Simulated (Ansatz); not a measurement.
Base system: GaN in the wurtzite structure (space group P6_3mc, No. 186; a = 3.152 Å, c = 5.138 Å). Axes: x lies along a and z along c of the hexagonal cell.

Computed with LDA, PAW, 420 eV (Ansatz, an electronic-structure program; without spin-orbit coupling).

Before the change:

| Item | Result |
|---|---|
| Valence-band top at Γ | 0.00, 0.00, -0.05 eV |

Perturbation: uniaxial strain ε_xx = −3.00 %, all other strain components held at zero; the atoms relax in the strained cell.

Task: What happens to the energy relative to the base and valence-band top at Γ?

Result: The energy grows by 12 meV/atom; the valence-band top at Γ (three highest levels, from the VBM) changes from 0.00, 0.00, -0.05 eV to 0.00, -0.20, -0.26 eV.

The levels and masses belong to the bands next to the band gap. No phonon test of stability was made.
